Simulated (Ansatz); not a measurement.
Converging shifted k-point meshes: PbBrF (P4mm, 6 atoms in the cell)

```
CELL_PARAMETERS angstrom
      4.19761     0.00000     0.00000
      0.00000     4.19761     0.00000
      0.00000     0.00000     7.68533
ATOMIC_POSITIONS crystal
  Pb 0.00000 0.50000 0.81591
  Pb 0.50000 0.00000 0.19060
  Br 0.50000 0.00000 0.65273
  Br 0.00000 0.50000 0.34727
  F  0.50000 0.50000 0.00000
  F  0.00000 0.00000 0.00000
```

Method of the run: PBEsol, default PAW files made with PBE (plane waves; Ansatz, an electronic-structure program).

Base settings: basis.ecutwfc = 420 eV; kpoints.mp_grid.grid = 6 6 4; hamiltonian.xc = pbesol; hamiltonian.pseudopotentials = {kind: paw} (the program's default PAW files); scf.occupations.method = fermi_dirac; scf.occupations.width = 0.05 eV.

In this ladder: kpoints.mp_grid.shift = 0.5 0.5 0.5.

Shifted meshes do not hold Γ, so a gap read on them misses any band edge there.

Only quantities that move along the ladder and can be compared are tabulated.

The count of work is k-points × plane waves × bands × iterations; it is no time. Core times come from one kind of shared machine, to one figure; runs under 30 s give none.

The starting cell comes from a database of computed structures (which also holds hypothetical and non-ambient phases and stackings), without a prior relaxation at this level. Its lattice was rescaled by up to half a per cent. One atom was moved a little off its site on purpose. Spin-orbit coupling is off. Ansatz's pressure includes its estimate of the finite-basis (Pulay) stress.

```tsv
kpoints.mp_grid.grid	free energy less the last step's (meV/atom)	pressure (GPa)	largest difference of a force vector from the last step's (eV/Å)	gap on the mesh (eV)	count of work / last	core time / last (rough)
2 2 1	23.84	-1.03	0.145	3.582	0.0044	–
3 3 2	-1.72	-1.53	0.018	3.836	0.013	–
4 4 2	-0.72	-1.53	0.004	3.539	0.013	–
4 4 3	-0.46	-1.53	0.004	3.146	0.027	–
5 5 3	0.00	-1.52	0.001	2.896	0.053	–
6 6 3	0.00	-1.52	0.000	2.750	0.053	–
6 6 4	-0.02	-1.52	0.000	2.890	0.053	–
7 7 4	0.01	-1.52	0.000	2.805	0.089	–
8 8 4	0.01	-1.52	0.000	2.748	0.089	–
8 8 5	0.01	-1.52	0.000	2.597	0.13	–
9 9 5	0.00	-1.52	0.000	2.554	0.20	–
10 10 6	0.00	-1.52	0.000	2.595	0.20	–
11 11 6	0.01	-1.52	0.000	2.573	0.28	–
13 13 7	0.00	-1.52	0.000	2.469	0.50	0.6
14 14 8	0.00	-1.52	0.000	2.500	0.50	0.6
15 15 9	0.00	-1.52	0.000	2.449	0.80	0.9
17 17 10	0.00	-1.52	0.000	2.463	1.0	1
```

Coarsest kpoints.mp_grid.grid that holds the free energy within 0.5 meV/atom of the last step, with all finer ones: 4 4 3, at 0.027 of the last step's count of work; the step before is off by 0.72 meV/atom.

Coarsest kpoints.mp_grid.grid that holds the pressure within 0.1 GPa of the last step, with all finer ones: 3 3 2, at 0.013 of the last step's count of work; the step before is off by 0.49 GPa.

The gap on the mesh jumps up and down from mesh to mesh; it is no smooth measure of convergence.

Keys are those of Ansatz 0.2.
